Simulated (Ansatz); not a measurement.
The work function (top / bottom face where they differ) in a series of structures.

Cell A: a sheet of composition Ta2, 2 atoms, hexagonal cell of 4.40 Å (16.8 Å²), symmetry P6/mmm, 0.0 Å thick under 16 Å of vacuum, in-plane vectors relaxed; planes from bottom to top: Ta2, all atoms in one plane; a model cell; spin state with PBE: no moments, k-point mesh 18×18×1.
```xyz
2
Lattice="4.4020 0.0000 0.0000 -2.2010 3.8123 0.0000 0.0000 0.0000 16.0000" Properties=species:S:1:pos:R:3 pbc="T T T"
Ta     0.0000     2.5415     8.0000
Ta     2.2010     1.2708     8.0000
```

Cell B: a sheet of composition Ta, 1 atom, square cell of 2.60 Å (6.7 Å²), symmetry P4/mmm, 0.0 Å thick under 16 Å of vacuum, in-plane vectors relaxed; planes from bottom to top: Ta; a model cell; spin state with PBE: no moments, k-point mesh 22×22×1.
```xyz
1
Lattice="2.5970 0.0000 0.0000 0.0000 2.5970 0.0000 0.0000 0.0000 16.0000" Properties=species:S:1:pos:R:3 pbc="T T T"
Ta     0.0000     0.0000     8.0000
```

Cell C: a sheet of composition Ta, 1 atom, hexagonal cell of 2.73 Å (6.5 Å²), symmetry P6/mmm, 0.0 Å thick under 16 Å of vacuum, in-plane vectors relaxed; planes from bottom to top: Ta; a model cell; spin state with PBE: no moments, k-point mesh 24×24×1.
```
Ta
1.0
    2.73431     0.00000     0.00000
   -1.36716     2.36798     0.00000
    0.00000     0.00000    16.00000
Ta
1
Direct
  0.00000   0.00000   0.50000
```

Computed with Ansatz (plane waves, PAW), its default PAW set, cutoff 420 eV, 500 eV for r2SCAN. The structures are at rest with PBE; other levels are single points on them. Neutral cells; Fermi-Dirac smearing of at most 0.10 eV in the solids, energies taken to zero width. The lattices are those relaxed with PBE, so at other levels the solids can be strained, which adds to the spread. Spin-orbit coupling is left out. A dispersion term ran beside these levels; it doesn't touch the electrons. Vacuum level less Fermi level; the slabs are metallic.

Task: Give the work function (top / bottom face where they differ) (eV) at the level PBE, cell by cell.

Result: 
```tsv
system	PBE
A	4.16
B	4.94
C	5.10
```

With PBE the top face's value is lowest for A and highest for C.

Task: And at the other levels?

Result: 
| system | r2SCAN |
|---|---|
| A | 4.04 |
| B | 5.05 |
| C | 5.24 |

With r2SCAN the top face's value is lowest for A and highest for C.

Ansatz is a first-principles code.
